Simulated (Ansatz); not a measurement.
**NbAs (I4₁md, No. 109, 4 atoms in the cell; start mp-2059)**

Method: PBE (Ansatz, a program for electronic structure, plane waves, PAW).

Settings: plane-wave cutoff 500 eV, 16×16×16 k mesh, Fermi–Dirac smearing 0.05 eV, no spin polarisation, scalar-relativistic PAW data made under PBE.

Cell (relaxed at this level):

```
NbAs
1.0
   -1.73677     1.73677     5.87454
    1.73677    -1.73677     5.87454
    1.73677     1.73677    -5.87454
Nb As
2 2
Direct
  0.74939   0.74939   0.00000
  0.49939   0.99939   0.50000
  0.16761   0.16761   0.00000
  0.91761   0.41761   0.50000
```

- band gap: none

Note: the relaxation could not lower the start's symmetry, so the cell can be a saddle point above a distorted one.

Spin–orbit coupling is not included.

Computed values are for the static lattice.

It cost around 5 core-minutes (rough) of CPU time.

A start named mp-… is a Materials Project structure, which need not be a measured phase.
